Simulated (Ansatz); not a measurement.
Take HgSe in the zinc blende structure (space group F-43m, No. 216) as the base.

```yaml
crystal:
  lattice:
    - [0.00000, 3.12999, 3.12999]
    - [3.12999, 0.00000, 3.12999]
    - [3.12999, 3.12999, 0.00000]
  atoms:
    - { symbol: Hg, position: [0.00000, 0.00000, 0.00000] }
    - { symbol: Se, position: [0.75000, 0.75000, 0.75000] }
```

Method: PBE, PAW, 420 eV (Ansatz, a program for electronic structure; scalar-relativistic without spin-orbit coupling).

Strains are applied to the cell and any free atomic positions relax.

One change was made to it. Results:

The pressure goes from zero to -2.2 GPa; the energy goes up by 14 meV/atom; the band gap is still zero.

Q: Which of these changes matches the shifts?
A) isotropic strain −3.00 %
B) isotropic strain +2.00 %
C) isotropic strain +1.50 %
D) isotropic strain +2.50 %

A: B, isotropic strain +2.00 %. For comparison, the energy relative to the base in the other runs: isotropic strain −3.00 % gives +37 meV/atom; isotropic strain +2.50 % gives +21 meV/atom; isotropic strain +1.50 % gives +7.8 meV/atom.

Spin-orbit coupling, missing from the scalar runs, can matter with Hg. Stability against distortions was not tested. The final runs are not spin-polarised. The zero or small gap of HgSe can change with the level of theory.
